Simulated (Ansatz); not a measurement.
A computed series for Lu3SnC: pressure series

Take Lu₃SnC in the anti-perovskite structure (space group Pm-3m, No. 221; a = 4.684 Å; a cell from a computed database, its experimental status unchecked) as the base.

Cell and atoms are relaxed at each pressure.

Calculations: Ansatz (a quantum-chemistry and plane-wave program), PBEsol, PAW, cutoff 420 eV, spin-orbit coupling left out.

```json
[
 {"variant": "base", "density": "10.59 g/cm³", "shortest interatomic distance": "4.426 bohr"},
 {"variant": "pressure −2 GPa", "density": "10.37 g/cm³", "shortest interatomic distance": "4.458 bohr"},
 {"variant": "pressure −1 GPa", "density": "10.48 g/cm³", "shortest interatomic distance": "4.441 bohr"},
 {"variant": "pressure 3 GPa", "density": "10.90 g/cm³", "shortest interatomic distance": "4.383 bohr"},
 {"variant": "pressure 7 GPa", "density": "11.28 g/cm³", "shortest interatomic distance": "4.334 bohr"},
 {"variant": "pressure 15 GPa", "density": "11.95 g/cm³", "shortest interatomic distance": "4.251 bohr"},
 {"variant": "pressure 30 GPa", "density": "12.99 g/cm³", "shortest interatomic distance": "4.135 bohr"},
 {"variant": "pressure 50 GPa", "density": "14.13 g/cm³", "shortest interatomic distance": "4.020 bohr"},
 {"variant": "pressure 75 GPa", "density": "15.33 g/cm³", "shortest interatomic distance": "3.913 bohr"},
 {"variant": "pressure 100 GPa", "density": "16.41 g/cm³", "shortest interatomic distance": "3.825 bohr"}
]
```

Load acts through the strain it causes; cell and atoms are relaxed under it. Stability against distortions was not tested. Competing high-pressure phases were not computed. All final runs are without spin polarisation. An odd electron count without spin: Lu3SnC.
